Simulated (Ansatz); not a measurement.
Here is the system:

```yaml
crystal:
  lattice:
    - [0.00000, 2.26714, 2.27502]
    - [2.26714, 0.00000, 2.27502]
    - [2.26714, 2.26714, 0.00000]
  atoms:
    - { symbol: B, position: [0.00000, 0.00000, 0.00000] }
    - { symbol: P, position: [0.25000, 0.25000, 0.25000] }
```

These are r2SCAN with spin-orbit coupling, rigid bands (plane waves, PAW; Ansatz, an electronic-structure program) values and carry that method's errors. Condition of this run: uniaxial stress zz = -1 GPa (compression positive) (the target of the relaxation). Geometry: cell and atoms relaxed with r2SCAN, then loaded as said.

Q: What conductivity effective mass do dilute holes have at 300 K?

A: 0.41 (x), 0.41 (y), 0.39 (z) mₑ.

Q: What conductivity effective mass do dilute electrons have at 300 K?

A: 0.38 (x), 0.38 (y), 0.25 (z) mₑ.

Q: And the band gap?

A: 1.38 eV at this level; semilocal functionals usually fall short of the measured gap.

Rigid bands, one relaxation time for all states, no polarons.
